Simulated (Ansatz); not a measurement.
# TiC, response to strain

The reference is TiC in the rock salt structure (space group Fm-3m, No. 225; relaxed with 0.1 eV smearing).

Space group Fm-3m (No. 225); a = 4.3327 Å, b = 4.3327 Å, c = 4.3327 Å, α = 90.00°, β = 90.00°, γ = 90.00°

| atom | site | symmetry | x | y | z |
|---|---|---|---|---|---|
| C | 4a | m-3m | 0.0000 | 0.0000 | 0.0000 |
| Ti | 4b | m-3m | 0.5000 | 0.5000 | 0.5000 |
(The calculation used a cell of 2 atoms; values per cell refer to that cell.)

Strains are applied to the cell and any free atomic positions relax.

Method: plane-wave PAW DFT at the PBE level (Ansatz, a first-principles code, 420 eV), no spin-orbit coupling, earlier PAW set.

Notes on the quantities. energy relative to the base: free energy F.

```tsv
isotropic strain (%)	energy relative to the base (meV/atom)
-5.76	283.3
-1.24	?
0	0.0
1.33	12.1
1.45	14.4
5.04	156.2
```

Question: Fit ΔE = Aε² + Bε³ (ε in %) to the rows shown and predict the withheld row.

Answer: Least squares on the printed values gives A = 7.26 and B = -0.22 meV/atom (largest residual 0.2 meV/atom); this predicts 11.6 meV/atom, and the run gives 11.4 meV/atom, 0.2 lower.

Stability against distortions was not tested. The final runs are not spin-polarised.
